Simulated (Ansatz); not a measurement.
The parent structure is KI in the rock salt structure (space group Fm-3m, No. 225).

```
CELL_PARAMETERS angstrom
      0.00000     3.50280     3.50280
      3.50280     0.00000     3.50280
      3.50280     3.50280     0.00000
ATOMIC_POSITIONS crystal
  K  0.00000 0.00000 0.00000
  I  0.50000 0.50000 0.50000
```

Level of theory: Kohn–Sham DFT with the PBEsol functional, run in Ansatz (a program for electronic structure) with PAW and 420 eV plane waves, scalar-relativistic without spin-orbit coupling.

For the base:

| Item | Result |
|---|---|
| Valley order | Γ 3.87 eV; X along ⟨100⟩ 4.79 eV |
| Hole mass | 0.44, 2.5, 2.5 mₑ (at Γ) |
| Width of the top valence band | 0.64 eV |

One thing is altered: the cell is scaled by 0.9700 in all directions, atoms relaxed at fixed cell.

Question: Estimate the effect on the mean gap deformation potential ΔEg/Δln V, valley order, hole mass, width of the top valence band and energy relative to the base.

Answer: The mean gap deformation potential ΔEg/Δln V is -2.4 eV; the valley order (the lowest conduction-band minima on the path, energy above the VBM, named in the base's zone) goes from Γ 3.87 eV; X along ⟨100⟩ 4.79 eV to Γ 4.09 eV; X along ⟨100⟩ 4.60 eV; the hole mass (degenerate bands, along [100]) goes from 0.44, 2.5, 2.5 mₑ (at Γ) to 0.38, 2.2, 2.2 mₑ (at Γ); the width of the top valence band grows by 0.13 eV, from 0.64 eV to 0.77 eV; the energy increases by 15 meV/atom.

With I present, leaving out spin-orbit coupling can change the band edges. The cells carry an imposed strain or load. Effective masses come from finite differences of ±0.01 Å⁻¹. No phonon test of stability was made.
